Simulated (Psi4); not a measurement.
Psi4 1.11, TPSS/def2-svp: W(NMe)(S)(Br)(NH2) (C[N]=[W]([NH2])(=[S])[Br]), 11 atoms. The geometry is a generated start, not checked to be a minimum at this level.

```
Property                                             Result
--------------------------  -------------------------------
task                                                 energy
method                                                 tpss
basis                                              def2-svp
memory                                                 3 GB
maxiter                                                 100
keys of the molecule block                      symmetry c1
scf_type                                       df (default)
e_convergence                               1e-06 (default)
d_convergence                               1e-06 (default)
dft_radial_points                              75 (default)
dft_spherical_points                          302 (default)
effective core potentials   those of the basis set, past Kr
basis functions                                         149
grid points                                          237034
```

```xyz
11

W     -0.6507     0.3937     0.7999
N      0.0773    -0.7000    -0.3963
C      0.7687    -1.6787    -1.1386
H      0.9273    -1.3513    -2.1736
H      1.7469    -1.8848    -0.6821
H      0.1934    -2.6142    -1.1591
S      0.1223    -0.0292     2.8015
Br    -3.0195    -0.0549     0.8932
N     -0.2072     2.2637     0.3788
H      0.1846     2.6976    -0.4603
H     -0.1430     2.9582     1.1366
```

Charge 0 and multiplicity 1 are set for this test and not shown to be the ground state.

With the defaults (diis_max_vecs = 10, diis = true, scf_initial_accelerator = adiis, damping_percentage = 0, guess = auto, which took SAD) it converges in 13 SCF iterations. One run each on 2 threads, with these changes:
- guess = modhuckel
- diis = false, scf_initial_accelerator = none, damping_percentage = 60
- guess = core
- diis_max_vecs = 3
- guess = huckel
- guess = sapgau
- damping_percentage = 20
- diis_max_vecs = 6
- diis_max_vecs = 20

Which of these changes keep the SCF from converging, or lead it to another solution?

No convergence: diis_max_vecs = 3; diis = false, scf_initial_accelerator = none, damping_percentage = 60 (the run ends without SCF convergence in 100 iterations). The rest reach the solution of the defaults.

| setting | SCF iterations | end |
|---|---|---|
| the defaults | 13 | same solution |
| diis_max_vecs = 20 | 13 | same solution |
| guess = modhuckel | 14 | same solution |
| guess = huckel | 14 | same solution |
| diis_max_vecs = 6 | 15 | same solution |
| guess = sapgau | 18 | same solution |
| guess = core | 19 | same solution |
| damping_percentage = 20 | 26 | same solution |
| diis_max_vecs = 3 | 100 | no convergence |
| diis = false, scf_initial_accelerator = none, damping_percentage = 60 | 100 | no convergence |

1 further run of the study ended by our limits or in an error and is left out.
